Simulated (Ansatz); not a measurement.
Given:

End structure of a constructed model of the (111) surface of fcc Ag, (√3x√3)R30° layer of Bi, one a cell, on the site that continues the host's stacking (bottom of the slab: a bare face, its two planes held):

```yaml
crystal:
  lattice:
    - [4.40007, 2.54038, 0.00000]
    - [-4.40007, 2.54038, 0.00000]
    - [0.00000, 0.00000, 31.00000]
  atoms:
    - { symbol: Ag, position: [0.00000, 0.66667, 0.26593] }
    - { symbol: Ag, position: [0.33333, 0.33333, 0.26593] }
    - { symbol: Ag, position: [0.66667, 0.00000, 0.26593] }
    - { symbol: Ag, position: [0.00000, 0.33333, 0.34320] }
    - { symbol: Ag, position: [0.33333, 0.00000, 0.34320] }
    - { symbol: Ag, position: [0.66667, 0.66667, 0.34320] }
    - { symbol: Ag, position: [0.00000, 0.00022, 0.42000] }
    - { symbol: Ag, position: [0.33355, 0.66667, 0.42000] }
    - { symbol: Ag, position: [0.66645, 0.33311, 0.42000] }
    - { symbol: Ag, position: [0.00000, 0.66667, 0.49717] }
    - { symbol: Ag, position: [0.33333, 0.33333, 0.49705] }
    - { symbol: Ag, position: [0.66667, 0.00000, 0.49705] }
    - { symbol: Ag, position: [0.00000, 0.33274, 0.57425] }
    - { symbol: Ag, position: [0.33393, 0.00060, 0.57425] }
    - { symbol: Ag, position: [0.66607, 0.66667, 0.57425] }
    - { symbol: Ag, position: [0.00000, 0.01462, 0.65196] }
    - { symbol: Ag, position: [0.34795, 0.66667, 0.65196] }
    - { symbol: Ag, position: [0.65205, 0.31871, 0.65196] }
    - { symbol: Bi, position: [0.00000, 0.66667, 0.72277] }
```

Slab: 19 atoms, 14.5 Å thick at the start with caps and adatoms; k 9x9x1, smearing 0.1 eV, dipole-corrected; 6 atoms held, the rest relaxed; held to the start's symmetry, so lower structures may exist; no spin, no spin-orbit, no U. It is one candidate, not shown to be the stable structure of the face.

Question: What work function of the top face does PBE run with Ansatz (a first-principles code) give?

Answer: 4.23 eV
